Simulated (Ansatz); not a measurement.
The reference is HfSi2 (space group Cmcm, No. 63; a = 3.650 Å, b = 14.350 Å, c = 3.635 Å). Axes: x, y, z lie along a, b, c of the conventional cell.

Level of theory: PBEsol (Ansatz, a program for electronic structure), no spin-orbit coupling.

Strains are applied to the cell and any free atomic positions relax; under biaxial strain the out-of-plane vector relaxes too.

One change was made to it. Results:

The energy increases by 3.1 meV/atom; the pressure (mean of the normal stresses, compression positive) goes from zero to -2.1 GPa.

Question: Which change produced these results?
A) uniaxial strain ε_zz = +0.76 %
B) biaxial strain −1.39 %, plane normal [001], relaxed out of plane
C) uniaxial strain ε_yy = +1.82 %

Answer: C, uniaxial strain ε_yy = +1.82 %. For comparison, the energy relative to the base in the other runs: uniaxial strain ε_zz = +0.76 % gives +0.8 meV/atom; biaxial strain −1.39 %, plane normal [001], relaxed out of plane gives +4.9 meV/atom.

Without a gap, meshes like the base's 13×13×13 leave anisotropic stresses uncertain by several tenths of a GPa, and small strain energies with them. No phonon test of stability was made. The final runs are not spin-polarised.
